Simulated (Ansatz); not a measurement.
Os: pressure 7 GPa

Take Os in the hcp (Mg type) structure (space group P6_3/mmc, No. 194; a = 2.7295 Å, c = 4.3066 Å) as the base.

One thing is altered: a hydrostatic pressure of 7 GPa.

Computed with Kohn–Sham DFT with the PBEsol functional, run in Ansatz (an electronic-structure program) with PAW and 420 eV plane waves, no spin-orbit coupling, earlier PAW set. Settings: 19×19×11 k-points, 0.05 eV Fermi–Dirac smearing.

```csv
quantity,base,changed,shift
density,22.74 g/cm³,23.09 g/cm³,+0.358 g/cm³
lattice parameter a,5.158 bohr,5.130 bohr,-0.028 bohr
shortest interatomic distance,5.042 bohr,5.017 bohr,-0.025 bohr
enthalpy H = E + PV relative to the base's energy,–,+0.60 eV/atom,–
band gap,zero,zero,–
```

Load acts through the strain it causes; cell and atoms are relaxed under it. No phonon test of stability was made. No other phases were tried under pressure. All final runs are without spin polarisation.
